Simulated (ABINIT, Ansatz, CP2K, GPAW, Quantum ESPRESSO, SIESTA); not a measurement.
**GaNi (Pm-3m, 2 atoms in the cell) computed with different codes at matched settings**

Self-consistent single point.

```xyz
2
Lattice="2.8830 0.0000 0.0000 0.0000 2.8830 0.0000 0.0000 0.0000 2.8830" Properties=species:S:1:pos:R:3 pbc="T T T"
Ga     0.0000     0.0000     0.0000
Ni     1.4415     1.4415     1.4415
```

All programs got the same cell, k-point mesh and kind of occupations (in Ansatz's words: kpoints.mp_grid.grid = 9 9 9; scf.occupations.method = gaussian; scf.occupations.width = 0.136 eV); potentials, basis and cutoffs are each program's usual ones.

| code | model | pressure (GPa) | k-points | cutoff |
|---|---|---|---|---|
| GPAW | PBEsol, GPAW PAW datasets PBEsol (made by gpaw-setup) | 0.65 | 35 | 850 eV |
| ABINIT | PBEsol, norm-conserving pseudopotentials (PseudoDojo nc-sr-04 PBEsol standard) | -1.40 | 35 | 49 Ha |
| CP2K | PBEsol, GPW, DZVP-MOLOPT-PBE-GTH basis, GTH-PBE potentials (POTENTIAL_UZH) | -0.80 | 365 | grid 600 Ry |
| SIESTA | GGA PBEsol, numerical atomic orbitals DZP, PseudoDojo PBEsol standard norm-conserving potentials (rewritten from UPF to PSML) | -2.86 | 365 | grid 400 Ry |
| Quantum ESPRESSO | PBEsol, SSSP 1.1.2 efficiency (PBE) pseudopotentials | -1.76 | 35 | 70 Ry |
| Ansatz | PBEsol, PAW files made with PBE | -1.77 | 35 | default |

The spread over the programs that give each value: pressure within 3.51 GPa.

The starting cell comes from a database of computed structures (which also holds hypothetical and non-ambient phases and stackings), without a prior relaxation at this level. Its lattice was rescaled by a random factor within 2.5 % of one. On Ansatz's run: Spin polarisation is off.

Question: Why do the programs differ, and what cannot be compared?

Answer: Differences of this kind can come from the potentials, where these differ, and from what each basis and cutoff leave unconverged. The valence holds different numbers of electrons (GPAW 19, ABINIT 31, CP2K 31, SIESTA 31, Quantum ESPRESSO 31, Ansatz (an electronic-structure program) 31). The zero of total energies and Fermi levels follows the potentials and each program's conventions, so they are not compared here. CP2K and SIESTA use small atom-centred bases, whose incompleteness enters pressures, forces and empty levels differently from a plane-wave cutoff. Ansatz's pressure is given at a fixed set of plane waves, as the other plane-wave codes print theirs; with its correction for the finite basis it is -1.70 GPa. The programs reduce the same mesh by symmetry to different extents, which changes the work and not the result. In the pressure, GPAW (by 2.23) and SIESTA (by 1.28) lie more than 1 GPa from the median of the plane-wave programs.

Left out of this page: Elk and FLEUR (not drawn, or without a comparable value).

Keys are those of Ansatz 0.2.
